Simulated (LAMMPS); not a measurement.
MD of Cu (fcc) at zero pressure over temperature, 256 atoms; each row names its start.

Method: MD with a machine-learned potential, pair style snap, file Cu_Zuo_JPCA2020.quadratic.snap; code LAMMPS.

| T (K), start | state | volume | enthalpy | first peak of g(r) | coordination number | D(Cu) |
|---|---|---|---|---|---|---|
| 100, crystal | crystal; no diffusion seen in 15 ps | 12.0855 ± 0.0004 Å³/atom | -4.0754 ± 0.0001 eV/atom | 2.58 Å, height 12.8 | 12.0 (counted to 3.14 Å) | - |
| 300, crystal | crystal; no diffusion seen in 15 ps | 12.2417 ± 0.0008 Å³/atom | -4.0216 ± 0.0003 eV/atom | 2.58 Å, height 7.5 | 12.0 (counted to 3.10 Å) | - |
| 610, crystal | crystal; no diffusion seen in 15 ps | 12.490 ± 0.002 Å³/atom | -3.9379 ± 0.0008 eV/atom | 2.58 Å, height 5.2 | 12.0 (counted to 3.18 Å) | - |
| 810, crystal | crystal; no diffusion seen in 15 ps | 12.660 ± 0.002 Å³/atom | -3.8816 ± 0.0007 eV/atom | 2.57 Å, height 4.2 | 12.1 (counted to 3.22 Å) | - |
| 1020, crystal | crystal; no diffusion seen in 15 ps | 12.849 ± 0.003 Å³/atom | -3.8203 ± 0.0008 eV/atom | 2.57 Å, height 3.8 | 12.1 (counted to 3.22 Å) | - |
| 1220, crystal | crystal; no diffusion seen in 15 ps | 13.044 ± 0.004 Å³/atom | -3.7577 ± 0.0008 eV/atom | 2.56 Å, height 3.5 | 12.3 (counted to 3.30 Å) | - |
| 1090, melt | liquid | 13.538 ± 0.007 Å³/atom | -3.677 ± 0.001 eV/atom | 2.53 Å, height 3.1 | 13.0 (counted to 3.50 Å) | (1.32 ± 0.08) × 10^-5 cm²/s |
| 1220, melt | liquid | 13.723 ± 0.009 Å³/atom | -3.632 ± 0.002 eV/atom | 2.51 Å, height 2.9 | 12.6 (counted to 3.46 Å) | (2.9 ± 0.1) × 10^-5 cm²/s |
| 1360, melt | liquid | 13.924 ± 0.009 Å³/atom | -3.581 ± 0.002 eV/atom | 2.50 Å, height 2.8 | 12.6 (counted to 3.50 Å) | (3.2 ± 0.2) × 10^-5 cm²/s |
| 1490, melt | liquid | 14.156 ± 0.009 Å³/atom | -3.533 ± 0.001 eV/atom | 2.48 Å, height 2.7 | 13.0 (counted to 3.58 Å) | (4.3 ± 0.3) × 10^-5 cm²/s |
| 1700, melt | liquid | 14.52 ± 0.01 Å³/atom | -3.460 ± 0.002 eV/atom | 2.47 Å, height 2.5 | 13.0 (counted to 3.62 Å) | (6.9 ± 0.5) × 10^-5 cm²/s |
| 1900, melt | liquid | 14.90 ± 0.03 Å³/atom | -3.391 ± 0.004 eV/atom | 2.47 Å, height 2.4 | 12.3 (counted to 3.58 Å) | (8.8 ± 0.8) × 10^-5 cm²/s |

Measured linear expansion coefficient: 16.50 1e-6/K at 293 K (Kaye and Laby Online (NPL), 2.3.5 Thermal expansion).

Measured melting point: 1358 K (Wikipedia, Melting points of the elements (data page)).

Caution (rows 1020, crystal; 1220, crystal; 1090, melt; 1220, melt; 1360, melt; 1490, melt; 1700, melt; 1900, melt): a run this short can hold a crystal over, or a liquid under, the potential's own melting point, which these runs don't give.

Caution (rows 1090, melt; 1220, melt): this liquid lies under the measured melting point of 1358 K, so it is undercooled or the potential melts low.

Caution (row 1900, melt): enthalpy drifts during the constant-pressure average: a transition or slow ageing; fluctuation values are void.

From the crystal rows between 100 and 300 K, estimate the mean linear expansion coefficient and the heat capacity. The slope of ln V over three gives 21 × 10^-6 /K, and dH/dT = 3.1 kB/atom. Nuclei are classical here, so the heat capacity stays near 3 kB/atom, where a real crystal's falls off below its Debye temperature.

Fit an Arrhenius law to the diffusion of Cu in the liquid. ln D against 1/T from 1090 to 1900 K gives an activation energy of 0.40 eV and D0 = 0.00100 cm²/s.

States go by the mean squared displacement: a species diffuses where it passes 1.5 Å², still rises and gives D over 1e-6 cm²/s; a crystal has left its structure where atoms lie 0.35 Å off their sites on average or a cubic box changes its shape by 3 %, or the axial ratios of another lie 8 % off the starting cell's, which the potential's own relaxation can also do.

Errors of D are the spread over four groups of atoms in one short run; a floor of about 5 %, a picked value, is safer.

Uncertainties are statistical and leave out the potential's own error.
